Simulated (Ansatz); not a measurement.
BAs (model structure, started from the BeO type, P4₂/mnm, No. 136, 8 atoms in the cell) was calculated with r²SCAN (Ansatz, a program for electronic structure, PAW).

Settings: plane-wave cutoff 560 eV, 6×6×10 k mesh (along the axes of the cell as run), Fermi–Dirac smearing 0.01 eV, scalar-relativistic PAW data made under PBE.

Cell (relaxed at this level):

```
AsB
1.0
    5.85710     0.00000     0.00000
    0.00000     5.85710     0.00000
    0.00000     0.00000     3.37138
B As
4 4
Direct
  0.32270   0.67730   0.00000
  0.67730   0.32270   0.00000
  0.82270   0.82270   0.50000
  0.17730   0.17730   0.50000
  0.31839   0.31839   0.00000
  0.68161   0.68161   0.00000
  0.18161   0.81839   0.50000
  0.81839   0.18161   0.50000
```

What does this level give for the band gap and smallest direct gap on the k points sampled?


band gap: 0.89 eV (indirect)
smallest direct gap on the k points sampled: 1.34 eV

Note: the relaxation could raise the start's symmetry but not lower it, so the cell can be a saddle point.

Spin–orbit coupling is not included.

Static lattice: no zero-point or thermal effects.

Cost on a shared machine: very roughly 100 core-seconds.

A model structure was made by putting elements into a prototype or built by hand; it is no filed structure, need not be a known phase, and can be a saddle point held by its symmetry.
